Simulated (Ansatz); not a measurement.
# Pressure series in TiS2

Base system: TiS$_{2}$ in the CdI2 type structure (space group P-3m1, No. 164; a = 3.361 Å, c = 5.523 Å; layered, stacked along the Cartesian z axis).

Cell and atoms are relaxed at each pressure.

Level of theory: Kohn–Sham DFT with the PBE-D3(BJ) functional, run in Ansatz (an electronic-structure program) with PAW and 420 eV plane waves, no spin-orbit coupling, earlier PAW set.

Candidates:
(a) pressure 30 GPa
(b) pressure 75 GPa
(c) pressure 50 GPa

Before the change:

| Quantity | Value |
|---|---|
| c/a ratio | 1.643 |

### Question
Order them by c/a ratio, highest first.

### Answer
(b) pressure 75 GPa (1.690), (c) pressure 50 GPa (1.650), (a) pressure 30 GPa (1.616)

Load acts through the strain it causes; cell and atoms are relaxed under it. Stability against distortions was not tested. No other phases were tried under pressure. The base started in P3m1 and relaxed to P-3m1 at this level. The final runs are not spin-polarised.
